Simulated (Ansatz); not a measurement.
Start from AlP in the zinc blende structure (space group F-43m, No. 216; a = 5.507 Å).

Level of theory: Ansatz (a quantum-chemistry and plane-wave program), PBE, PAW, cutoff 420 eV, spin-orbit coupling left out, earlier PAW set.

For the base:

The valley order is X along ⟨100⟩ 1.63 eV; L along ⟨111⟩ 2.72 eV; Γ 3.09 eV.

Perturbation: 0.0835 electrons added to each cell, a density of 2.0×10^21 cm⁻³, with a uniform compensating background at fixed cell and a 300 K Fermi–Dirac width.

Problem. How does this affect the valley order and Fermi level from band edge?

Solution. The valley order (the lowest conduction-band minima on the path, energy above the VBM, named in the base's zone) becomes X along ⟨100⟩ 1.59 eV; L along ⟨111⟩ 2.71 eV; Γ 3.06 eV (base: X along ⟨100⟩ 1.63 eV; L along ⟨111⟩ 2.72 eV; Γ 3.09 eV); the Fermi level relative to the doped band's edge (positive inside the band; to 0.05 eV) comes out as +0.55 eV.

Charged cell with a jellium background: band edges are those of the host's band count, energies are not comparable with the neutral cell, and many-body gap narrowing is missing. The levels and masses belong to the bands next to the band gap. No phonon test of stability was made.
